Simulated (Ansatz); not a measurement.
For V2O5 (C2/m, No. 12, 7 atoms in the cell; start mp-720166), LDA (Ansatz, a program for electronic structure, plane waves, PAW) gives:

- equilibrium volume per atom: 11.23 Å³/atom
- enthalpy of formation: -2.421 eV/atom

Q: What does PBEsol in Ansatz (plane waves, PAW) give for the same quantities?

A: 
- equilibrium volume per atom: 13.51 Å³/atom (increases by 20 %)
- formation enthalpy: -2.189 eV/atom (moves by +0.232 eV/atom)

Changes are worked out from the printed values.

Unless a cell is named, each level is at its own relaxed cell (LDA 11.23, PBEsol 13.51 Å³/atom).

Caveats: the relaxation could not lower the start's symmetry, so the cell can be a saddle point above a distorted one (LDA, PBEsol). Ansatz's density-functional and Hartree–Fock values are scalar-relativistic unless marked +SOC, with PAW data made under PBE.

A start named mp-… is a Materials Project structure, which need not be a measured phase.
